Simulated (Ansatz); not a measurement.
TlI in the CsCl type structure (space group Pm-3m, No. 221; a model cell)

```xyz
2
Lattice="4.2452 0.0000 0.0000 0.0000 4.2452 0.0000 0.0000 0.0000 4.2452" Properties=species:S:1:pos:R:3 pbc="T T T"
Tl     0.0000     0.0000     0.0000
I      2.1226     2.1226     2.1226
```

All numbers come from r2SCAN in Ansatz (plane waves to 500 eV, PAW, scalar-relativistic without spin-orbit coupling). Settings: 8×8×8 k-points, 0.05 eV Fermi–Dirac smearing.

| Property | Value |
|---|---|
| Volume per atom | 38.25 Å³ |
| Density | 7.19 g/cm³ |
| Band gap | 2.08 eV, indirect, Γ–R (35 % along) → R |
| Electron mass (degenerate bands, along [100]) | 0.29, 0.31, 0.31 mₑ |
| Lowest conduction-band minima above the VBM | R along ⟨111⟩ 2.08 eV; X along ⟨100⟩ 2.39 eV |
| Total energy | -9494.040 eV/atom (σ→0; compares only within this code and set-up) |

With I and Tl present, leaving out spin-orbit coupling can change the band edges. Masses are band curvatures over ±0.01 Å⁻¹ around the edge. Stability against distortions was not tested.

Ansatz is a program for electronic structure.
